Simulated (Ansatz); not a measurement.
System: YSi (Cmcm, No. 63; cell taken from a computed entry). Method: LDA (PAW; Ansatz, a first-principles code).

Run with plane-wave cutoff 520 eV, 14×14×14 k mesh, Fermi–Dirac smearing 0.05 eV, scalar-relativistic PAW data made under PBE.

Cell (relaxed at this level):

```
YSi
1.0
    2.10030    -5.18747     0.00000
    2.10030     5.18747     0.00000
    0.00000     0.00000     3.77818
Y Si
2 2
Direct
  0.14041   0.85959   0.25000
  0.85959   0.14041   0.75000
  0.42379   0.57621   0.25000
  0.57621   0.42379   0.75000
```

Question: Estimate the bulk modulus that the calculation returns.

Answer: 
bulk modulus: 101 GPa

The run finds no gap.

Note: the bulk modulus is −V dP/dV from two relaxed cells at ±2 % in volume; the relaxation could not lower the start's symmetry, so the cell can be a saddle point above a distorted one.

Computed values are for the static lattice.
